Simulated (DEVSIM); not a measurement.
Structure: Ru/SiO2/n-Si capacitor, at 300 K.

Layer 1 from the left is SiO2, thickness (nm) 1.00. Layer 2 from the left is Si, thickness (nm) 6500, Nd (cm⁻³) 7.8e15.

Metal gate on the left, work function 4.7 eV. Fixed charge at the semiconductor interface -8.4e10 cm⁻² (in units of +e); no interface traps.

This is a model device: material constants are rounded textbook-type values typed into the input, and sizes, dopings and lifetimes were drawn at random. Values at 300 K.

SiO2: gap (eV) 9, affinity (eV) 0.9, permittivity 3.9. Si: gap (eV) 1.124, affinity (eV) 4.05, permittivity 11.7, Nc (cm⁻³) 2.86e19, Nv (cm⁻³) 3.1e19.

Question: Estimate by hand the flat-band voltage, the threshold voltage, and compare with a numerical solution.

Answer: 
- Flat-band voltage: C = 3.45 μF/cm², work-function difference 0.438 V; VFB = φms − qNf/C = 0.44 V; numerical 0.44 V.
- Threshold voltage: φF = 0.349 V, depletion charge √(4εqNφF) = 4.25e-8 C/cm²; VT = VFB − 2φF − Qd/C = -0.27 V; numerical -0.27 V.

DEVSIM, 1D Poisson equation in equilibrium, Boltzmann statistics, complete ionisation; no quantum confinement or tunnelling. Metal contacts follow the ideal Schottky-Mott rule: no Fermi-level pinning, no interface dipoles.
